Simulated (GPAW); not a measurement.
# A self-consistent single point of Mg14ZrSn (P-6m2, 16 atoms in the cell) with GPAW

Method: PBEsol, GPAW PAW datasets PBEsol (made by gpaw-setup) (plane waves; GPAW).

The input file:

```python
from ase import Atoms
from ase.units import GPa
from gpaw import GPAW

atoms = Atoms(['Mg', 'Mg', 'Mg', 'Mg', 'Mg', 'Mg', 'Mg', 'Mg', 'Mg', 'Mg', 'Mg', 'Mg', 'Mg', 'Mg', 'Zr', 'Sn'],
              cell=[[6.353020, 0.000000, 0.000000],
                    [-3.176510, 5.501877, 0.000000],
                    [0.000000, 0.000000, 10.433390]],
              positions=[[-1.560715, 2.766839, 0.000000],
                         [-0.000000, 5.470076, 0.000000],
                         [1.560715, 2.766839, 0.000000],
                         [4.753806, 2.744611, 5.216695],
                         [3.176510, 0.012654, 5.216695],
                         [1.599214, 2.744611, 5.216695],
                         [-1.630725, 4.609418, 2.570579],
                         [1.630725, 4.609418, 7.862811],
                         [0.000000, 1.784919, 2.570579],
                         [-1.630725, 4.609418, 7.862811],
                         [1.630725, 4.609418, 2.570579],
                         [0.000000, 1.784919, 7.862811],
                         [3.176513, 1.833957, 2.531662],
                         [3.176513, 1.833957, 7.901728],
                         [0.000000, 0.000000, 0.000000],
                         [0.000000, 0.000000, 5.216695]],
              pbc=True)

calc = GPAW(mode={'name': 'pw', 'ecut': 800},
            xc='PBEsol',
            kpts={'size': (4, 4, 2), 'gamma': True},
            occupations={'name': 'fermi-dirac', 'width': 0.136},
            nbands=-22,
            symmetry={'symmorphic': False, 'tolerance': 0.0005},
            maxiter=150)

atoms.calc = calc

energy = atoms.get_potential_energy()
print('Energy (eV):', round(energy, 6))
forces = atoms.get_forces()
print('Forces (eV/Ang):')
print(forces.round(5))
stress = atoms.get_stress()
print('Stress (GPa, Voigt):', (stress / GPa).round(4))
```

The program printed (abridged):

```
Input parameters:
  kpts: {gamma: True,
         size: (4, 4, 2)}
  maxiter: 150
  mode: {ecut: 800,
         name: pw}
  nbands: -22
  occupations: {name: fermi-dirac,
                width: 0.136}
  symmetry: {symmorphic: False,
             tolerance: 0.0005}
  xc: PBEsol

species:
  Mg:
    name: Magnesium
    Z: 12.0
    valence: 10
    core: 2
    charge: 0.0
    file: Mg.PBEsol.gz

    # Using partial waves for Mg as LCAO basis

  Zr:
    name: Zirconium
    Z: 40.0
    valence: 12
    core: 28
    charge: 0.0
    file: Zr.PBEsol.gz

    # Using partial waves for Zr as LCAO basis

  Sn:
    name: Tin
    Z: 50.0
    valence: 14
    core: 36
    charge: 0.0
    file: Sn.PBEsol.gz

    # Using partial waves for Sn as LCAO basis

Reference energy: -341901.348866  # eV

Spin-paired calculation

Convergence criteria:
 Maximum [total energy] change in last 3 cyles: 0.0005 eV / valence electron
 Maximum integral of absolute [dens]ity change: 0.0001 electrons / valence electron
 Maximum integral of absolute [eigenst]ate change: 4e-08 eV^2 / valence electron
 Maximum number of scf [iter]ations: 150

Symmetries present (total): 12
Symmetries with fractional translations: 0
32 k-points: 4 x 4 x 2 Monkhorst-Pack grid + [1/8,1/8,1/4]
8 k-points in the irreducible part of the Brillouin zone
       k-points in crystal coordinates                weights
   0:     0.00000000    0.00000000    0.00000000          1/32
   1:     0.00000000    0.00000000    0.50000000          1/32
   2:     0.25000000    0.00000000    0.00000000          6/32
   3:     0.25000000    0.00000000    0.50000000          6/32
   4:     0.50000000    0.25000000    0.00000000          6/32
   5:     0.50000000    0.25000000    0.50000000          6/32
   6:     0.50000000    0.50000000    0.00000000          3/32
   7:     0.50000000    0.50000000    0.50000000          3/32

Wave functions: Plane wave expansion
  Cutoff energy: 800.000 eV
  Number of coefficients (min, max): 18719, 18816
  Pulay-stress correction: 0.000000 eV/Ang^3 (de/decut=0.000000)

Occupation numbers: Fermi-Dirac:
  width: 0.1360  # eV

Eigensolver

Densities:
  Coarse grid: 42*42*70 grid
  Fine grid: 84*84*140 grid
  Total Charge: 0.000000

Density mixing:
  Method: separate
  Backend: pulay
  Linear mixing parameter: 0.05
  old densities: 5
  Damping of long wavelength oscillations: 50

Hamiltonian:
  XC and Coulomb potentials evaluated on a 84*84*140 grid
  External potential:
    NoExternalPotential

XC parameters: PBEsol with 2 nearest neighbor stencil

Number of atoms: 16
Number of atomic orbitals: 134
Number of bands in calculation: 105
Number of valence electrons: 166
Bands to converge: occupied

Density initialized from atomic densities
  105 bands from LCAO basis set

Atomic positions and initial magnetic moments

Positions:
   0 Mg    -1.560715    2.766839    0.000000    ( 0.0000,  0.0000,  0.0000)
   1 Mg    -0.000000    5.470076    0.000000    ( 0.0000,  0.0000,  0.0000)
   2 Mg     1.560715    2.766839    0.000000    ( 0.0000,  0.0000,  0.0000)
   3 Mg     4.753806    2.744611    5.216695    ( 0.0000,  0.0000,  0.0000)
   4 Mg     3.176510    0.012654    5.216695    ( 0.0000,  0.0000,  0.0000)
   5 Mg     1.599214    2.744611    5.216695    ( 0.0000,  0.0000,  0.0000)
   6 Mg    -1.630725    4.609418    2.570579    ( 0.0000,  0.0000,  0.0000)
   7 Mg     1.630725    4.609418    7.862811    ( 0.0000,  0.0000,  0.0000)
   8 Mg     0.000000    1.784919    2.570579    ( 0.0000,  0.0000,  0.0000)
   9 Mg    -1.630725    4.609418    7.862811    ( 0.0000,  0.0000,  0.0000)
  10 Mg     1.630725    4.609418    2.570579    ( 0.0000,  0.0000,  0.0000)
  11 Mg     0.000000    1.784919    7.862811    ( 0.0000,  0.0000,  0.0000)
  12 Mg     3.176513    1.833957    2.531662    ( 0.0000,  0.0000,  0.0000)
  13 Mg     3.176513    1.833957    7.901728    ( 0.0000,  0.0000,  0.0000)
  14 Zr     0.000000    0.000000    0.000000    ( 0.0000,  0.0000,  0.0000)
  15 Sn     0.000000    0.000000    5.216695    ( 0.0000,  0.0000,  0.0000)

Unit cell:
           periodic     x           y           z      points  spacing
  1. axis:    yes    6.353020    0.000000    0.000000    42     0.1310
  2. axis:    yes   -3.176510    5.501877    0.000000    42     0.1310
  3. axis:    yes    0.000000    0.000000   10.433390    70     0.1490

  Lengths:   6.353020   6.353020  10.433390
  Angles:   90.000000  90.000000 119.999999

Effective grid spacing dv^(1/3) = 0.1435

     iter     time        total  log10-change:
                         energy   eigst   dens
iter:   1 --:--:--   -39.501274
iter:   2 --:--:--   -38.907935   -0.40  -1.43
iter:   3 --:--:--   -38.710058   -1.18  -1.53
iter:   4 --:--:--   -38.481141   -1.61  -1.60
iter:   5 --:--:--   -38.506676   -2.02  -1.85
iter:   6 --:--:--   -38.501603c  -2.37  -2.05
iter:   7 --:--:--   -38.463799c  -3.59  -2.43
iter:   8 --:--:--   -38.454315c  -3.39  -2.56
iter:   9 --:--:--   -38.452641c  -4.58  -2.91
iter:  10 --:--:--   -38.450427c  -4.87  -2.98
iter:  11 --:--:--   -38.449636c  -4.78  -3.18
iter:  12 --:--:--   -38.449469c  -5.89  -3.51
iter:  13 --:--:--   -38.449349c  -5.98  -3.61
iter:  14 --:--:--   -38.449264c  -6.33  -3.79
iter:  15 --:--:--   -38.449276c  -6.39  -4.11c
iter:  16 --:--:--   -38.449295c  -7.50c -4.28c

Converged after 16 iterations.

Dipole moment: (-13.756822, 7.942524, 0.000000) |e|*Ang

Energy contributions relative to reference atoms: (reference = -341901.348866)

Kinetic:        -20.836252
Potential:      +37.699198
External:        +0.000000
XC:             -54.860460
Entropy (-ST):   -0.491698
Local:           -0.205932
SIC:             +0.000000
--------------------------
Free energy:    -38.695144
Extrapolated:   -38.449295

Showing only first 2 kpts
 Kpt  Band  Eigenvalues  Occupancy
  0    81      3.19073    1.99868
  0    82      3.31996    1.99659
  0    83      3.31997    1.99659
  0    84      3.46952    1.98978

  1    81      3.56337    1.97973
  1    82      3.56338    1.97973
  1    83      3.90126    1.78128
  1    84      4.32536    0.52963

Fermi level: 4.18650

No gap
No difference between direct/indirect transitions
Energy (eV): -38.449295

Forces in eV/Ang:
  0 Mg    0.00777    0.00449    0.00000
  1 Mg    0.00000   -0.00898    0.00000
  2 Mg   -0.00777    0.00449    0.00000
  3 Mg   -0.00678   -0.00391    0.00000
  4 Mg    0.00000    0.00782    0.00000
  5 Mg    0.00678   -0.00391    0.00000
  6 Mg    0.03860   -0.02228    0.01539
  7 Mg   -0.03860   -0.02228   -0.01539
  8 Mg   -0.00000    0.04457    0.01539
  9 Mg    0.03860   -0.02228   -0.01539
 10 Mg   -0.03860   -0.02228    0.01539
 11 Mg   -0.00000    0.04457   -0.01539
 12 Mg    0.00000    0.00000   -0.01625
 13 Mg    0.00000    0.00000    0.01625
 14 Zr    0.00000    0.00000    0.00000
 15 Sn    0.00000    0.00000    0.00000

Stress tensor:
     0.004904     0.000000     0.000000
     0.000000     0.004904     0.000000
     0.000000     0.000000     0.006499
Stress (GPa, Voigt): [0.7857 0.7857 1.0412 0.     0.     0.    ]
```

The run converged in 16 iterations. GPAW prints stress with tension positive.

The starting cell comes from a database of computed structures (which also holds hypothetical and non-ambient phases and stackings), without a prior relaxation at this level.

Cost on one core of a shared machine: roughly 8 min.
